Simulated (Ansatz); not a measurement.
Consider NaF in the rock salt structure (space group Fm-3m, No. 225; a = 4.7012 Å).

Structures relaxed with DFT with PBE, PAW potentials and a 420 eV plane-wave cutoff in Ansatz (an electronic-structure program), no spin-orbit coupling.

Base:

Simulated powder pattern, Cu Kα1, λ = 1.54056 Å (kinematic, ideal powder, no thermal factors, no anomalous dispersion; the 8 strongest lines at most, above 2 %, up to 2θ = 90°):

```json
[
 {"2θ (°)": "32.97", "I/Imax (%)": "2.1", "hkl": "(111)"},
 {"2θ (°)": "38.26", "I/Imax (%)": "100", "hkl": "(200)"},
 {"2θ (°)": "55.22", "I/Imax (%)": "58", "hkl": "(220)"},
 {"2θ (°)": "69.16", "I/Imax (%)": "17", "hkl": "(222)"},
 {"2θ (°)": "81.90", "I/Imax (%)": "6.9", "hkl": "(400)"}
]
```

After one change:

Simulated powder pattern, Cu Kα1, λ = 1.54056 Å (kinematic, ideal powder, no thermal factors, no anomalous dispersion; the 8 strongest lines at most, above 2 %, up to 2θ = 90°):

| 2θ (°) | I/Imax (%) |
|---|---|
| 32.31 | 2.1 |
| 37.48 | 100 |
| 54.05 | 59 |
| 67.62 | 17 |
| 79.96 | 7.0 |

Q: Which of these changes matches the shifts?
(A) isotropic strain −1.00 %
(B) isotropic strain −0.50 %
(C) isotropic strain +2.00 %
(D) isotropic strain +0.50 %

A: C, isotropic strain +2.00 %. Its volume per atom is 13.78 Å³ against 12.99 Å³, and its space group is Fm-3m (No. 225).

Whether these cells are dynamically stable was not tested.
